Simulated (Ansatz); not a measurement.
Results of PBEsol+SOC (Ansatz, a first-principles code, plane waves, PAW) for Ta₂O₅ (within 0.1 Å of C2/m, No. 12, 7 atoms in the cell; start mp-1179062).

Run with plane-wave cutoff 520 eV, 8×8×8 k mesh, Fermi–Dirac smearing 0.01 eV, PAW data made under PBE.

Cell (relaxed with PBEsol):

Space group C2/m (No. 12); a = 8.5583 Å, b = 6.7021 Å, c = 5.8200 Å, α = γ = 90.00°, β = 131.30°

```json
[
 {"atom": "Ta", "site": "4i", "symmetry": "m", "x": "0.2191", "y": "0.0000", "z": "0.1194"},
 {"atom": "O", "site": "2d", "symmetry": "2/m", "x": "0.0000", "y": "0.5000", "z": "0.5000"},
 {"atom": "O", "site": "4e", "symmetry": "-1", "x": "0.2500", "y": "0.2500", "z": "0.0000"},
 {"atom": "O", "site": "4i", "symmetry": "m", "x": "0.0903", "y": "0.0000", "z": "0.2787"}
]
```
(The calculation used a cell of 7 atoms; values per cell refer to that cell.)

### Question
Predict the band gap, smallest direct gap on the k points sampled and Γ–Γ gap.

### Answer

band gap: 3.20 eV (indirect)
smallest direct gap on the k points sampled: 3.35 eV
Γ–Γ gap: 3.47 eV

Note: cell and atoms aren't relaxed at this level (largest force component 0.02 eV/Å, pressure -0.2 GPa).

Static lattice: no zero-point or thermal effects.

Cost on a shared machine: about 11 core-minutes (a rough figure).

A start named mp-… is a Materials Project structure, which need not be a measured phase.
